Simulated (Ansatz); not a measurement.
An Ansatz (a program for electronic structure) run: Sn with a change (biaxial strain +2.00 %, plane normal [001], relaxed out of plane); Ansatz PBEsol, without spin-orbit coupling.

Input:

Ansatz 0.2 input:
```yaml
crystal:
  lattice:
    - [4.7171001496, 0, 0]
    - [0, 4.7171001496, 0]
    - [2.3585500748, -2.3585500748, 3.2373907532]
  atoms:
    - { symbol: Sn, position: [0, 0, 0] }
    - { symbol: Sn, position: [0.75, 0.75, 0.5] }
basis: { ecutwfc: 420, ecutrho_ratio: 4, xc_grid: 2, fft_grid_basis: typed }
kpoints: { mp_grid: { grid: [15, 15, 15] } }
hamiltonian:
  xc: pbesol
  dispersion: none
  pseudopotentials: { kind: paw }
scf: { occupations: { method: fermi_dirac, width: 0.1 } }
relax: { f_tol: 0.005, max_steps: 50, cell: { stress_tol: 0.01, fix: [a, b, gamma] } }
output: { forces: true, stress: true }
checkpoint: { write: state.ck, write_every: 1000 }
```

Output (explanatory and most iteration lines left out):

```
Relaxation: its limit of steps is 50 (relax.max_steps)
Pseudopotential: Sn, paw, valence charge 14
Crystal: 2 atoms, lattice volume = 72.035 Å³
Basis set: ecut = 420 eV, 1411 PW (Γ), exchange–correlation on 64×64×64 points (8 copies of the dense FFT grid, shifted against one another)
Bands: 18, of which v1, the nominal top of the filled ones, is band 14 counted from 1 (13 counted from 0)
Symmetry: 16 space group operations
Space group: I41/amd (ITA 141), of the structure as read, at distance tolerance 4.2e-5 Å
k-points: 288 of 3375
Functional: x = pbesol(κ = 0.804, μ = 0.12345679012345678), c = pbesol(β = 0.046)
SCF iter   1: F=—  HF=-11899.501717 eV  |F-HF|=—  |Δ(HF+E_count)|=         —  Δρ=2.44e-3  dr2=5.17e-3  ethr=1.77e-3  ⟨swp⟩=5.9  Hψ=27066  notcnv=0
SCF iter   2: F=—  HF=-11899.498881 eV  |F-HF|=—  |Δ(HF+E_count)|=   2.84e-3  Δρ=1.51e-3  dr2=2.61e-3  ethr=1.84e-5  ⟨swp⟩=1.2  Hψ=7682  notcnv=0
SCF 1 converged in 7 iterations: F = -11899.498768 eV  dr2 = 8.27e-9
relax step   1: F+E_penalty+E_count = -11899.49876835 eV  Δ(F+E_penalty+E_count) = +0.000e0 eV  max|allowed force component| = 0.000e0 eV/Å  Δτ_max = 0.0000 Å  P = -1.138 GPa  Ω = 72.035 Å³  fix = [a, b, gamma]  reactions: a -1.422, b -1.422 GPa  (7 SCF iters, dr2 threshold 1.00e-7 eV, accepted)
Crystal: 2 atoms, lattice volume = 71.288 Å³
Basis set: ecut = 420 eV, 1403 PW (Γ), exchange–correlation on 64×64×64 points (8 copies of the dense FFT grid, shifted against one another)
SCF iter   1: F=—  HF=-11899.500227 eV  |F-HF|=—  |Δ(HF+E_count)|=         —  Δρ=3.89e-4  dr2=1.01e-4  ethr=3.54e-7  ⟨swp⟩=2.4  Hψ=35274  notcnv=0
SCF iter   2: F=—  HF=-11899.500226 eV  |F-HF|=—  |Δ(HF+E_count)|=   7.91e-7  Δρ=2.55e-4  dr2=5.03e-5  ethr=3.54e-7  ⟨swp⟩=1.0  Hψ=5184  notcnv=0
SCF 2 converged in 5 iterations: F = -11899.500230 eV  dr2 = 2.01e-8
relax step   2: F+E_penalty+E_count = -11899.50022951 eV  Δ(F+E_penalty+E_count) = -1.461e-3 eV  max|allowed force component| = 0.000e0 eV/Å  Δτ_max = 0.0000 Å  P = -0.759 GPa  Ω = 71.288 Å³  energy of the carried Pulay correction = +1.114e-4 eV  fix = [a, b, gamma]  reactions: a -1.136, b -1.136 GPa  (5 SCF iters, dr2 threshold 2.00e-7 eV, accepted)
Crystal: 2 atoms, lattice volume = 71.288 Å³
SCF iter   1: F=—  HF=-11899.500118 eV  |F-HF|=—  |Δ(HF+E_count)|=         —  Δρ=1.21e-5  dr2=3.41e-8  ethr=3.95e-7  ⟨swp⟩=2.7  Hψ=39009  notcnv=0
SCF iter   2: F=—  HF=-11899.500118 eV  |F-HF|=—  |Δ(HF+E_count)|=   1.16e-7  Δρ=6.91e-6  dr2=1.54e-8  ethr=1.22e-10  ⟨swp⟩=3.1  Hψ=10182  notcnv=0
SCF 3 converged in 7 iterations: F = -11899.500118 eV  dr2 = 1.17e-13
SCF converged after 7 iterations
Free energy (F): -11899.500118 eV
Internal energy: -11899.494360 eV  (E = F + TS)
E sigma→0 (E₀):  -11899.497239 eV
Entropy (-TS):   -0.005758 eV (-2.879 meV/atom)
Fermi energy:    7.174465 eV
--- Forces (eV/Å), atoms counted from 1 ---
  atom   1  Sn     0.00000000     0.00000000     0.00000000
  atom   2  Sn     0.00000000     0.00000000     0.00000000
--- Stress (GPa, compression-positive) ---
       -1.136029       0.000000       0.000000
        0.000000      -1.136029       0.000000
        0.000000       0.000000      -0.006407
  P = ⅓ Tr σ = -0.7595 GPa (-7.595 kbar)
--- Relaxed structure (2 steps of the walk, 2 accepted, 1 SCFs on fresh bases) ---
  cell:  # Å, volume = 71.2881 Å³
    - [4.7171001496, 0.0, 0.0]
    - [0.0, 4.7171001496, 0.0]
    - [2.3585500748, -2.3585500748, 3.2038113871939116]
  atoms:
    - { symbol: Sn, position: [-1.4872547764612207e-35, 1.4872547764612207e-35, 2.9745095529224414e-35] }
    - { symbol: Sn, position: [0.75, 0.75, 0.49999999999999994] }
```

Whether these cells are dynamically stable was not tested. The cell was made from Sn in the diamond structure (space group Fd-3m, No. 227) by this change: biaxial strain +2.00 %, plane normal [001], relaxed out of plane.
